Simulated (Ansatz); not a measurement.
LaGaO3: pressure series

The reference is LaGaO₃ (space group R-3c, No. 167; a = 5.523 Å, c = 13.273 Å (hexagonal axes)).

Cell and atoms are relaxed at each pressure.

Calculations: plane-wave PAW DFT at the PBEsol level (Ansatz, a quantum-chemistry and plane-wave program, 420 eV), no spin-orbit coupling.

Two rows of this table had their results exchanged by mistake.

| pressure | volume per atom (Å³) | shortest distance (Å) | band gap |
|---|---|---|---|
| pressure −2 GPa | 11.82 | 1.982 | 3.58 eV |
| pressure −1 GPa | 11.75 | 1.978 | 3.64 eV |
| pressure 0.3 GPa | 11.67 | 1.972 | 3.72 eV |
| pressure 0.7 GPa | 11.64 | 1.971 | 3.74 eV |
| pressure 1.5 GPa | 11.59 | 1.968 | 3.79 eV |
| pressure 3 GPa | 11.50 | 1.962 | 3.87 eV |
| pressure 5 GPa | 11.12 | 1.938 | 4.24 eV |
| pressure 7.5 GPa | 11.25 | 1.946 | 4.12 eV |
| pressure 10 GPa | 11.39 | 1.955 | 3.98 eV |

**Question.** Which two?

**Answer.** The rows for pressure 5 GPa and pressure 10 GPa: the volume has to fall steadily with pressure, so 11.39 Å³ belongs to pressure 5 GPa and 11.12 Å³ to pressure 10 GPa.

Load acts through the strain it causes; cell and atoms are relaxed under it. No phonon test of stability was made. Competing high-pressure phases were not computed.
